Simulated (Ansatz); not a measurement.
# Hypothetical zinc blende AgF: pressure series

The parent structure is AgF in the zinc blende structure (space group F-43m, No. 216; a hypothetical phase, not in the database extracts checked).

AgF has the cubic space group F-43m (No. 216), the zinc blende structure, Pearson symbol cF8. Lattice parameters: a = b = c = 5.3211 Å, α = β = γ = 90.00°. F on 4c sees 4 Ag at 2.304 Å (tetrahedral). Ag on 4a sees 4 F at 2.304 Å (tetrahedral). (Neighbours: up to the widest gap in distance over summed covalent radii, below 1.35, at either atom; cation-cation and far metal-metal contacts left out.)
(The calculation used a cell of 2 atoms; values per cell refer to that cell.)

Cell and atoms are relaxed at each pressure.

All numbers come from DFT with PBEsol, PAW potentials and a 420 eV plane-wave cutoff in Ansatz (an electronic-structure program), spin-orbit coupling left out.

```csv
pressure (GPa),volume per atom (Å³/atom)
-2,19.729
-1,?
0,18.833
1.8,18.197
4.2,17.515
18,15.182
30,14.044
45,13.070
60,12.357
```

**Question.** Fit the third-order Birch–Murnaghan form P(V) = (3B₀/2)[(V₀/V)^(7/3) − (V₀/V)^(5/3)]·[1 + (3/4)(B₀′ − 4)((V₀/V)^(2/3) − 1)] (squares taken in P) to the rows shown and predict the withheld row.

**Answer.** Least squares on the printed values gives V₀ = 18.830 Å³/atom, B₀ = 48.2 GPa, B₀′ = 5.1; this predicts 19.248 Å³/atom, and the run gives 19.246 Å³/atom, 0.002 lower.

Load acts through the strain it causes; cell and atoms are relaxed under it. No phonon test of stability was made. No other phases were tried under pressure. No Hubbard U is applied, and correlation can decide whether such a compound is a metal. The final runs are not spin-polarised.
